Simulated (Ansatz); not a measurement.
**What isotropic strain −2.40 % does to SnO2**

The reference is SnO2 in the rutile structure (space group P4_2/mnm, No. 136; a = 4.828 Å, c = 3.238 Å).

Modification: an isotropic linear strain of −2.40 %; the atoms relax in the strained cell.

Computed with PBE (Ansatz, an electronic-structure program, PAW, no SOC). Settings: 7×7×10 k-points, 0.05 eV Fermi–Dirac smearing.

```json
[
 {"quantity": "volume per atom", "base": "12.58 Å³", "changed": "11.69 Å³", "shift": "-0.884 Å³"},
 {"quantity": "space group", "base": "P4_2/mnm (No. 136)", "changed": "P4_2/mnm (No. 136)", "shift": "–"},
 {"quantity": "shortest interatomic distance", "base": "2.089 Å", "changed": "2.032 Å", "shift": "-0.057 Å"},
 {"quantity": "energy relative to the base (free energy F)", "base": "0 meV/atom", "changed": "+40 meV/atom", "shift": "+40 meV/atom"},
 {"quantity": "band gap", "base": "0.68 eV", "changed": "1.47 eV", "shift": "+0.79 eV"},
 {"quantity": "gap character", "base": "direct at Γ", "changed": "direct at Γ", "shift": "–"},
 {"quantity": "mean gap deformation potential ΔEg/Δln V", "base": "–", "changed": "-10.9 eV", "shift": "–"},
 {"quantity": "width of the top valence band", "base": "1.18 eV", "changed": "1.28 eV", "shift": "+0.10 eV"},
 {"quantity": "electron mass", "base": "0.16 mₑ along c, 0.17 mₑ across (at Γ)", "changed": "0.19 mₑ along c, 0.22 mₑ across (at Γ)", "shift": "–"},
 {"quantity": "valence-band top at Γ (three highest levels, from the VBM)", "base": "0.00, -0.74, -0.74 eV", "changed": "0.00, -0.80, -0.80 eV", "shift": "–"}
]
```

Cost of the whole job for the changed cell (relaxation, final SCF and bands): around 50 core-seconds (rough).

Effective masses come from finite differences of ±0.01 Å⁻¹. No phonon test of stability was made.
